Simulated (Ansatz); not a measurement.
**Fermi-surface data of ScAl (Pm-3m)**

Here is the system:

```
CELL_PARAMETERS angstrom
      3.34495     0.00000     0.00000
      0.00000     3.34495     0.00000
      0.00000     0.00000     3.34495
ATOMIC_POSITIONS crystal
  Sc 0.50000 0.50000 0.50000
  Al 0.00000 0.00000 0.00000
```

The numbers are results of r2SCAN, rigid bands (plane waves, PAW, scalar-relativistic; Ansatz, a program for electronic structure), not measurements. Condition of this run: functional r2SCAN on the same cell. Geometry: cell and atoms relaxed with PBEsol.

```json
{
 "density of states at the Fermi level": "0.693 states/(eV·cell), both spins",
 "bare Sommerfeld coefficient": "0.82 mJ/(mol of atoms·K²)",
 "drude_plasma_energy": "3.6 eV",
 "root-mean-square Fermi velocity": "5.2e5 m/s",
 "resistivity times τ": "37 ×10⁻²² Ω·m·s"
}
```

A metal at this level (no band gap); rigid bands, thermally averaged at 300 K, both spins. Spin-orbit coupling is left out. τ is one relaxation time for all states.

Computed structure with no diffraction record at hand here (it may be known, metastable or hypothetical): ScAl (Pm-3m).
